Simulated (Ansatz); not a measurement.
The parent structure is Ta in the bcc (W type) structure (space group Im-3m, No. 229; relaxed with 0.1 eV smearing).

```
Ta
1.0
   -1.64115     1.64115     1.64115
    1.64115    -1.64115     1.64115
    1.64115     1.64115    -1.64115
Ta
1
Cartesian
  0.00000   0.00000   0.00000
```

Cartesian axes are those of the cell as printed.

Computed with PBEsol (Ansatz, an electronic-structure program, PAW, no spin-orbit coupling).

Now apply this change: the cell is stretched by 4.11 % along z with no lateral relaxation; the atoms relax in the strained cell.

### Question
Predict the stress tensor and what it implies for the stiffness.

### Answer
Stress of the strained cell less that of the base (GPa, compression positive):
```
   -6.2     0.0     0.0
    0.0    -6.2     0.0
    0.0     0.0   -10.3
```

Then −Δσ_ii/ε with ε = 0.0411 gives secant stiffness values (nonlinear terms included at this strain): C33 ≈ 250 GPa, C13 ≈ 151 GPa and C23 ≈ 151 GPa.

As a check, the harmonic strain energy −½ V₀ Δσ:ε is 23 meV/atom; the computed energy rise is 24 meV/atom.

Stability against distortions was not tested. The final runs are not spin-polarised.
